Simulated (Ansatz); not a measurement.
Levels about the gap of amorphous Si₃₉O₅₄C₁₂ (105 atoms in a cell of 1520 Å³, 2.30 g/cm³; zone centre alone, so wide bands show as single levels with stretches between that a denser mesh fills), at the geometry that PBE relaxed, where it gives 0.0 GPa on a denser mesh. Exact exchange is cut at the faces of this small cell, which leaves a finite-size error. The participation number counts the atoms over which a state spreads; weights are charges in smoothed Voronoi cells. The levels come from a single point, so bond lengths are those of that geometry. Method of the levels: HSE06, scalar-relativistic without spin-orbit coupling (Ansatz, a program for electronic structure). Sampling: the zone centre alone; Fermi-Dirac width 0.01 eV; collinear spin, started from moments on atoms (at the end a net moment of 0.0 μB, with unpaired spins of both signs, a broken-symmetry state; no other order was tried). At PBE the levels at both edges of the gap are localised (band-tail or defect states), and the nearest spread-out levels lie 2.9 eV apart at the zone centre.

Preparation: random packing, a CHGNet melt and quench, and a DFT relaxation. O atoms were pushed apart under 1.9 Å during the dynamics, to hinder bonds among them. The hot cell started wider than the set density and was brought back towards it in steps. It is the lowest in DFT energy of 4 quenches. It is a model cell: composition and starting density were chosen by hand, and all elements were melted together. No dispersion term was used. Its density started from a set value of 2.32 and ended at 2.30 g/cm³. The quench (nominally 400 K/ps over its main leg) was far faster than any real one, so the model tends to hold more defects than a real film. A cell of this size samples the disorder only roughly. Volume and shape were free in the relaxation.

| E - E(highest filled), eV | filling | spin | participation number | largest on | weight Si | weight C | weight O |
|---|---|---|---|---|---|---|---|
| -0.82 | filled | dn | 4.9 | Si, 3 neighbours | 0.62 | 0.10 | 0.28 |
| -0.67 | filled | dn | 4.3 | Si, 3 neighbours | 0.70 | 0.10 | 0.20 |
| -0.65 | filled | up | 4.6 | Si, 3 neighbours | 0.71 | 0.08 | 0.21 |
| -0.51 | filled | dn | 6.6 | Si, 3 neighbours | 0.76 | 0.04 | 0.20 |
| -0.51 | filled | up | 6.7 | Si, 3 neighbours | 0.76 | 0.04 | 0.20 |
| 0.00 | filled | dn | 5.8 | Si, 1 neighbours | 0.49 | 0.40 | 0.11 |
| 0.00 | filled | up | 5.8 | Si, 1 neighbours | 0.49 | 0.40 | 0.11 |
| 1.62 | empty | up | 9.3 | Si, 3 neighbours | 0.56 | 0.23 | 0.21 |
| 1.77 | empty | dn | 8.5 | Si, 3 neighbours | 0.56 | 0.22 | 0.22 |
| 2.00 | empty | dn | 6.5 | Si, 3 neighbours | 0.73 | 0.04 | 0.24 |
| 2.00 | empty | up | 6.5 | Si, 3 neighbours | 0.73 | 0.03 | 0.24 |
| 2.42 | empty | dn | 8.7 | Si, 1 neighbours | 0.63 | 0.09 | 0.27 |
| 2.43 | empty | up | 8.3 | Si, 1 neighbours | 0.63 | 0.09 | 0.27 |
| 2.54 | empty | up | 10.9 | Si, 1 neighbours | 0.63 | 0.09 | 0.28 |

Most localised among these is the filled level at -0.67 eV, on a Si atom, which has 3 neighbours (O 1.68 Å, C 1.92 Å, Si 2.37 Å).
